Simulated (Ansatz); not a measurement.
The starting structures come from a database of crystals and need not be the phases stable at ambient conditions.

Where the default PAW files enter, the runs use the earlier of Ansatz's two default sets.

Inside the gap of an insulator the Bloch states are evanescent, with a wavenumber k + iκ along the transport direction.

```yaml
crystal:
  lattice:
    - [3.59070, 0.00000, 0.00000]
    - [-1.79535, 3.10964, 0.00000]
    - [0.00000, 0.00000, 15.45017]
  atoms:
    - { symbol: Ga, position: [0.33333, 0.66667, 0.32923] }
    - { symbol: Ga, position: [0.66667, 0.33333, 0.67077] }
    - { symbol: Ga, position: [0.66667, 0.33333, 0.82923] }
    - { symbol: Ga, position: [0.33333, 0.66667, 0.17077] }
    - { symbol: S, position: [0.33333, 0.66667, 0.89968] }
    - { symbol: S, position: [0.66667, 0.33333, 0.10032] }
    - { symbol: S, position: [0.66667, 0.33333, 0.39968] }
    - { symbol: S, position: [0.33333, 0.66667, 0.60032] }
```

Space group of this cell: P6_3/mmc. The cell was relaxed by PBE-D3(BJ); by PBEsol its mean pressure is -0.9 GPa.

Transport runs along the normal of the first two printed cell vectors, the (001) plane of the conventional cell.

No gap correction and no spin-orbit coupling; mid-gap is the computed energy nearest the middle.

State the band gap and the smallest decay constant κ at mid-gap according to PBEsol run with Ansatz (an electronic-structure program).

Gap 1.44 eV on a 12×12×2 mesh; κ = 0.125 1/Å, at the zone centre.
